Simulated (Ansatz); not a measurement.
Take Ru in the hcp (Mg type) structure (space group P6_3/mmc, No. 194; a = 2.722 Å, c = 4.294 Å; relaxed with 0.1 eV smearing) as the base.

The values are results of PBE/PAW in Ansatz (a first-principles code), no spin-orbit coupling, earlier PAW set, not measurements.

Base values:

```
Item        Value
--------  -------
Pressure  0.0 GPa
Band gap     zero
```

One thing is altered: an isotropic linear strain of +1.72 %, atoms relaxed at fixed cell.

Task: Predict the new pressure.

Result: The pressure (mean of the normal stresses, compression positive) goes from zero to -14.1 GPa.

Task: How does this affect the energy relative to the base?

Result: The energy rises by 33 meV/atom.

Task: What happens to the band gap?

Result: The band gap stays zero.

No phonon test of stability was made. The final runs are not spin-polarised.
